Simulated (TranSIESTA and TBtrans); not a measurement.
# Sn chain with one Cu atom in place of Sn

Junction: Sn chain with one Cu atom in place of Sn. Leads: straight Sn chain, spacing 2.612 Å. Geometry: 3 atoms about the centre moved by SIESTA (PBE, DZP) to a largest force of 0.03 eV/Å, all others as built, motion along the axis alone.

TranSIESTA and TBtrans, PBE, DZP numerical orbitals (energy shift 0.15 eV), PseudoDojo norm-conserving scalar-relativistic potentials, mesh cutoff 200 Ry, 300 K, no spin polarisation, no spin-orbit coupling; self-consistent non-equilibrium Green functions.

```
Property                           Result
---------------------------------  ------
Conductance at 300 K (G0 = 2e²/h)    1.56
Mean T from −0.5 to 0.5 eV           1.43
```

Energies count from the leads' Fermi level. Transmissions are for one spin of a degenerate pair. The energy step is 0.01 eV; narrower resonances are cut or missed.

```tsv
E (eV)	T	lead channels
-2.00	0.0016	1
-1.80	0.088	1
-1.60	0.19	1
-1.40	0.27	1
-1.20	0.34	1
-1.00	0.42	band edge
-0.80	0.61	3
-0.60	0.84	3
-0.40	1.16	3
-0.20	1.44	3
0.00	1.56	3
0.20	1.54	3
0.40	1.46	3
0.60	1.39	3
0.80	1.34	3
1.00	1.33	3
1.20	1.34	3
1.40	1.37	3
1.60	1.41	3
1.80	1.45	3
2.00	1.49	3
```

The straight chain is held at its spacing; free chains may zigzag or dimerise. No spin-polarised start was tried, so a magnetic state, if there is one, is missed.
